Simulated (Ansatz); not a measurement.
The parent structure is Te (space group P3_121, No. 152; made of chains).

```yaml
crystal:
  lattice:
    - [4.62412, 0.00000, 0.00000]
    - [-2.31206, 4.00460, 0.00000]
    - [0.00000, 0.00000, 5.90339]
  atoms:
    - { symbol: Te, position: [0.25335, 0.00000, 0.33333] }
    - { symbol: Te, position: [0.00000, 0.25335, 0.66667] }
    - { symbol: Te, position: [0.74665, 0.74665, 0.00000] }
```

Method: r2SCAN (Ansatz, a program for electronic structure), no spin-orbit coupling.

For the base:

Gap between the host's bands: 0.55 eV
Gap character: indirect, L–H (80 % along) → H

It is then changed as follows: 0.164 holes added to each cell, a density of 1.5×10^21 cm⁻³, with a uniform compensating background at fixed cell and a 300 K Fermi–Dirac width.

Q: How does this affect the Fermi level from band edge, gap between the host's bands and gap character?

A: The Fermi level relative to the doped band's edge (positive inside the band; to 0.05 eV) comes out as +0.25 eV; the gap between the host's bands is nearly the same (0.55 eV against 0.56 eV); the gap character stays indirect, L–H (80 % along) → H.

Charged cell with a jellium background: band edges are those of the host's band count, energies are not comparable with the neutral cell, and many-body gap narrowing is missing. Spin-orbit coupling, missing from the scalar runs, can matter with Te. No phonon test of stability was made. No dispersion term is included, though the crystal is made of layers, chains or molecules, so its spacings can come out too wide.
